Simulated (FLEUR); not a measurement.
**Equation of state of hcp Be (space group 194): energy against volume (FLEUR, LDA)**

```yaml
crystal:
  lattice:
    - [2.20093, 0.00000, 0.00000]
    - [-1.10047, 1.90606, 0.00000]
    - [0.00000, 0.00000, 3.44076]
  atoms:
    - { symbol: Be, position: [0.66667, 0.33333, 0.75000] }
    - { symbol: Be, position: [0.33333, 0.66667, 0.25000] }
```

Method of the run: LDA (Perdew-Zunger), all-electron FLAPW (FLEUR), scalar-relativistic valence (FLEUR). Settings: Kmax = 4.9 1/bohr; GmaxXC = 14.7 1/bohr; xcFunctional = pz; jspins = 1; l_soc = F; mode = hist; fermiSmearingEnergy = 0.00183747 Htr; mesh (inpgen div1-3) = 30 30 17; inpgen gamma flag = true; Gmax = 14.7 1/bohr; numbands = 0; maxIterBroyd = 25; imix = Anderson; alpha = 0.05; precondParam = 0; minDistance = 1e-05 me/bohr^3. The cell above is the first row's. The rows scale it uniformly. In all rows fractional positions and the k mesh are held. E is the free energy at the stated smearing, counted from the lowest row.

```csv
V (Å^3/atom),E (meV/atom)
7.2172,6.63
7.3741,1.83
7.5310,0.00
7.6879,0.89
7.8448,4.26
8.0017,9.90
8.1586,17.62
8.3155,27.24
8.4724,?
```

Question: Using the third-order Birch-Murnaghan form, a cubic in V^(-2/3), estimate the missing E at V = 8.4724 from the other rows, showing the fit.

Answer: With u = V^(-2/3) - 0.255, the rows have u = 0.012765, 0.008953, 0.005274, 0.001721, -0.001713, -0.005035, -0.008251, -0.011364. Least squares gives E = 2.267 - 981.76·u + 105428·u² - 136544·u³. Residuals (row less fit): 0.000, 0.000, -0.002, 0.001, 0.001, 0.000, -0.002, 0.001; standard error 0.001 (degrees of freedom: 4). Its minimum lies at u = 0.004699, so V0 = (0.259699)^(-3/2) = 7.556. There d²E/du² = 207000 and d³E/du³ = -819300, so B0 = (4/9) × 7.556^(-7/3) × 207000 × 0.160218 = 132 GPa (the last factor turns the table's units into GPa), and B0' = 4 + (2/3) × 0.259699 × (-819300)/207000 = 3.3. At the withheld row, u = -0.014381, so E = 2.267 - 981.76 × (-0.014381) + 105428 × (-0.014381)² - 136544 × (-0.014381)³ = 38.596 meV/atom. The calculation gives 38.61 meV/atom, 0.014 meV/atom above the prediction (under 0.05 % of the range of E in the table). The row lies outside the fitted rows, so this is an extrapolation.

Carrying the step between the two nearest rows on in a straight line would have given 36.86, off by 1.75; series whose last step already gives the withheld value aren't shown. The scan was laid around a cell of about the measured size, scaled by a guess for this functional; axis ratios and inner coordinates come from that cell. The runs keep the symmetry of the cell, so they don't test it for distortions. Values depend on the basis (sphere radii, cutoffs, local orbitals), which need not be converged. The shape of the cell and the inner coordinates aren't relaxed, so V0 and B0 belong to this uniform scaling; a relaxed crystal lies no higher in energy and is usually softer. Cutoffs and mesh are single choices, not tested for convergence of this quantity. Series with a scatter that would blur these digits, or in which a gap closes, are not shown. Nor are scans whose minimum lies at an end fitted in this form.
